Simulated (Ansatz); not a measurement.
## Point-defect migration in rutile-type MgF2

Some mobile defects of rutile-type MgF2. Calculation: PBE, PAW (plane waves to 420 eV; Ansatz, a first-principles code).

Each figure is the lowest single hop between equivalent sites among the routes that converged and passed our checks, counted from the lowest site run. It need not be the barrier to long-range diffusion, and untried routes may lie lower. Climbing-image NEB, static nuclei, fixed cells, no finite-size correction; on the finer meshes named, energies are single points at the band's geometries. Saddle orders were checked for a part of the study's bands only and are not shown. Vacancies start on their lattice site; split forms were not set up. Charge states are imposed.

```csv
Defect,Route,Hop (Å),Direction in the unit cell,Neighbours at the saddle,Cell,Barrier (eV)
"Mg vacancy, charge -2",a nearby Mg jumps into the vacancy,2.94,"(0.00, 0.00, -0.95)","2 F at 1.80, F at 1.94, F at 2.18 Å","72 sites, 2×2×2 shifted",?
"interstitial Mg, charge +2",Mg moves farthest,1.55,"(0.00, 0.00, 0.50)",4 F at 1.89 Å,"72 sites, 2×2×2 shifted",0.45
"F vacancy, charge +1",a nearby F jumps into the vacancy,2.33,"(-0.35, -0.35, 0.00)",2 Mg at 1.81 Å,"72 sites, 2×2×2 shifted",0.54
```

Problem. Some entries are withheld; supply them.

Solution. 
- Mg vacancy, charge -2, Barrier (eV): 1.22
